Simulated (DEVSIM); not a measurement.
System: Schottky contact on n-type GaN, at 300 K.

```tsv
layer (left to right)	material	thickness (μm)	Nd (cm⁻³)	τn (s)	τp (s)
1	GaN	4.20	2.9e17	4.9e-9	4.9e-9
2	GaN	7.50	6.7e17	4.9e-9	4.9e-9
```

Left contact: Schottky, work function 5.08 eV, emission velocity 1.7e6 cm/s. Right contact: ohmic. Voltage is applied to the left contact. Recombination: SRH at mid-gap, Auger. Mobility is constant in doping.

The device is made up for the run: typed textbook-type constants, with dimensions and the other settings drawn at random. Values at 300 K.

```
parameter         GaN
-------------  ------
gap (eV)         3.43
affinity (eV)     4.1
permittivity      9.5
Nc (cm⁻³)      2.3e18
Nv (cm⁻³)      4.6e19
μn (cm²/Vs)      1200
μp (cm²/Vs)       100
Cn (cm⁶/s)      1e-30
Cp (cm⁶/s)      1e-30
```

DEVSIM, 1D drift-diffusion, Boltzmann statistics, complete ionisation; no tunnelling, impact ionisation, image-force lowering or self-heating. Metal contacts follow the ideal Schottky-Mott rule: no Fermi-level pinning, no interface dipoles.

Task: Give the dark reverse current.

Result: 
```json
[
 {"V (V)": "-0.20", "J (A/cm²)": "-2.1e-11"},
 {"V (V)": "-0.50", "J (A/cm²)": "-2.1e-11"},
 {"V (V)": "-1.00", "J (A/cm²)": "-2.1e-11"},
 {"V (V)": "-1.50", "J (A/cm²)": "-2.1e-11"},
 {"V (V)": "-2.00", "J (A/cm²)": "-2.2e-11"},
 {"V (V)": "-3.00", "J (A/cm²)": "-2.2e-11"},
 {"V (V)": "-4.00", "J (A/cm²)": "-2.2e-11"},
 {"V (V)": "-5.00", "J (A/cm²)": "-2.2e-11"},
 {"V (V)": "-6.50", "J (A/cm²)": "-2.2e-11"},
 {"V (V)": "-8.00", "J (A/cm²)": "-2.2e-11"},
 {"V (V)": "-10.00", "J (A/cm²)": "-2.2e-11"}
]
```
